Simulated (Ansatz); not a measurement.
Consider TiO$_{2}$ in the anatase structure (space group I4_1/amd, No. 141; a = 3.778 Å, c = 9.584 Å). Axes: x, y, z lie along a, b, c of the conventional cell.

Level of theory: r2SCAN (Ansatz, a program for electronic structure), without spin-orbit coupling.

Strains are applied to the cell and any free atomic positions relax; under stress the whole cell relaxes.

One change was made to it. Results:

| quantity | base | after |
|---|---|---|
| smallest direct gap | 2.87 eV | 2.89 eV |
| energy relative to the base (free energy F) | 0 meV/atom | +0.6 meV/atom |
| shortest interatomic distance | 1.933 Å | 1.921 Å |

Q: Which change produced these results?
(A) uniaxial strain ε_xx = +1.37 %
(B) uniaxial strain ε_xx = +5.27 %
(C) uniaxial stress, 2 GPa compression along x

A: C, uniaxial stress, 2 GPa compression along x. For comparison, the energy relative to the base in the other runs: uniaxial strain ε_xx = +5.27 % gives +30 meV/atom; uniaxial strain ε_xx = +1.37 % gives +2.3 meV/atom.

Gaps are Kohn–Sham eigenvalue differences; semilocal functionals usually give less than the measured gap. Stability under load was not tested beyond the relaxation. The final runs are not spin-polarised.
